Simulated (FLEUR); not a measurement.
Input and output of a self-consistent single point for CdF2 (Fm-3m, 3 atoms in the cell) (FLEUR).

Level of theory: FLEUR with PBE, all-electron FLAPW (FLEUR), scalar-relativistic valence.

The change in words: lattice scaled by 0.98. Reference geometry:
```
CdF2
1.0
    0.00000     2.69188     2.69188
    2.69188     0.00000     2.69188
    2.69188     2.69188     0.00000
Cd F
1 2
Direct
  0.00000   0.00000   0.00000
  0.25000   0.25000   0.25000
  0.75000   0.75000   0.75000
```

Reference input (self-consistent single point, DFT, PBE, all-electron FLAPW (FLEUR), scalar-relativistic valence): Kmax = 4.1 1/bohr; GmaxXC = 16.4 1/bohr; xcFunctional = pbe; jspins = 1; l_soc = F; mode = hist; fermiSmearingEnergy = 0.0001 Htr; mesh (inpgen div1-3) = 7 7 7; inpgen gamma flag = false; Gmax = 16.4 1/bohr; numbands = 0; maxIterBroyd = 25. This run's input differs from it in these lines:

```diff
@@ -3,5 +3,5 @@
 &input film=f /
--0.0000000000 2.6918780000 2.6918780000
-2.6918780000 0.0000000000 2.6918780000
-2.6918780000 2.6918780000 -0.0000000000
+0.0000000000 2.6380400000 2.6380400000
+2.6380400000 0.0000000000 2.6380400000
+2.6380400000 2.6380400000 -0.0000000000
 1.8897261246
@@ -44,5 +44,5 @@
          <bravaisMatrix>
-            <row-1>    0.0000000000000000     5.0869121808359985     5.0869121808359985</row-1>
-            <row-2>    5.0869121808359985     0.0000000000000000     5.0869121808359985</row-2>
-            <row-3>    5.0869121808359985     5.0869121808359985     0.0000000000000000</row-3>
+            <row-1>    0.0000000000000000     4.9851731057397837     4.9851731057397837</row-1>
+            <row-2>    4.9851731057397837     0.0000000000000000     4.9851731057397837</row-2>
+            <row-3>    4.9851731057397837     4.9851731057397837     0.0000000000000000</row-3>
          </bravaisMatrix>
```

Output, abridged:

```
 Iteration:     1   Distance:      16.65612904 me/bohr^3
 Iteration:     2   Distance:      14.52979356 me/bohr^3
 Iteration:     3   Distance:       7.13441159 me/bohr^3
 Iteration:     4   Distance:       5.26677854 me/bohr^3
 Iteration:     5   Distance:       2.73045103 me/bohr^3
   [... 6 lines left out ...]
 Iteration:    12   Distance:       0.00060712 me/bohr^3
 Iteration:    13   Distance:       0.00004291 me/bohr^3
 Iteration:    14   Distance:       0.00002918 me/bohr^3
 Iteration:    15   Distance:       0.00000116 me/bohr^3
 Run finished successfully
 Stop message:
   Structural relaxation: Done

[file out, last iteration]
             iter=     16
[...]
          total density-effective poten   -9.5217278415E+03
          total charge density-energy d   -1.7564191562E+02
 Updated energy parameters for spin:           1
[...]
 fermi energy and band-weighting factors:
    0.987882

[...]
FERMIE:
          first approx. to ef    (T=0)  :   0.103476 htr   (energy of the highest occ. eigenvalue)
          number of occ. states  (T=0)  :        320
          first approx. to seigv (T=0)  : -15.204211 htr
          sum of weights of occ. states :  16.000000
          sum of semicore charge        :   0.000000 e
FERHIS:  Fermi-Energy by histogram:
          bandgap                     :   0.128318 htr
   [... lines left out ...]
          charge neutrality (T=0)     :   0.000000    (zero if the highest occ. eigenvalue is "entirely" occupied)
 Direct bandgap for spin            1 :   0.14201660229039526       Htr
 ---->    free energy=                     -5795.8351337350 htr
   [... lines left out ...]
      extrapolation for T->0
 ---->    total electron energy=           -5795.8351337350 htr
 ***** TOTAL FORCES ON ATOMS *****
 TOTAL FORCE FOR ATOM TYPE=  1  X=  0.000   Y=  0.000   Z=  0.000
                       FX_TOT= 0.000000 FY_TOT= 0.000000 FZ_TOT= 0.000000
 TOTAL FORCE FOR ATOM TYPE=  2  X=  2.493   Y=  2.493   Z=  2.493
                       FX_TOT= 0.000000 FY_TOT= 0.000000 FZ_TOT= 0.000000
 Structural relaxation: Done
```

The run converged in 15 iterations. FLEUR gives forces in its relaxation mode, with a further iteration, so its stop message speaks of a relaxation. 

The starting cell comes from a database of computed structures (which also holds hypothetical and non-ambient phases and stackings), without a prior relaxation at this level. Its lattice was rescaled by a random factor within 2.5 % of one. For this run, on top of that: lattice scaled by 0.98. Values depend on the basis (sphere radii, cutoffs, local orbitals), which need not be converged.

These are the values that this program gave, and no reference: the default basis lacks the next d shell.
